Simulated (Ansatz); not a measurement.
We consider C (R-3m, No. 166, 4 atoms in the cell; start mp-2516584; another form than the element's usual one), described by LDA in Ansatz (PAW).

Numerical settings: plane-wave cutoff 520 eV, 16×16×16 k mesh, Fermi–Dirac smearing 0.01 eV, scalar-relativistic PAW data made under PBE.

Computed at the level's own relaxed cell.

```xyz
4
Lattice="1.2222 0.7057 6.9396 -1.2222 0.7057 6.9396 0.0000 -1.4113 6.9396" Properties=species:S:1:pos:R:3 pbc="T T T"
C      0.0000     0.0000    19.1540
C      0.0000     0.0000     1.6649
C      0.0000     0.0000     5.2742
C      0.0000     0.0000    15.5447
```

**Question.** List the 9 lowest band energies at Γ above −25 eV (eV, relative to the valence band maximum), grouping those that round alike.

**Answer.** At Γ: -19.57, -19.31, -8.59, -6.84, -2.94 (×4), 3.56.

A start named mp-… is a Materials Project structure, which need not be a measured phase.

Ansatz is an electronic-structure program.
